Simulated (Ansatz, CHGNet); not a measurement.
For SnGe (model structure, started from the WC type, P-6m2, No. 187, 2 atoms in the cell), the machine-learned potential CHGNet 0.3.0 (trained on PBE and PBE+U data) gives:

| Quantity | Value |
|---|---|
| lattice constant a | 3.841 Å |
| lattice parameter c | 3.984 Å |

### Question
What does PBEsol (plane waves, PAW; Ansatz, a quantum-chemistry and plane-wave program) give for the same quantities?

### Answer

- lattice constant a: 3.868 Å (increases by 0.7 %)
- lattice parameter c: 3.652 Å (drops by 8.3 %)

Changes are worked out from the printed values.

Unless a cell is named, each level is at its own relaxed cell (CHGNet 0.3.0 25.45, PBEsol 23.66 Å³/atom).

Ansatz's density-functional and Hartree–Fock values are scalar-relativistic unless marked +SOC, with PAW data made under PBE.

A model structure was made by putting elements into a prototype or built by hand; it is no filed structure, need not be a known phase, and can be a saddle point held by its symmetry.
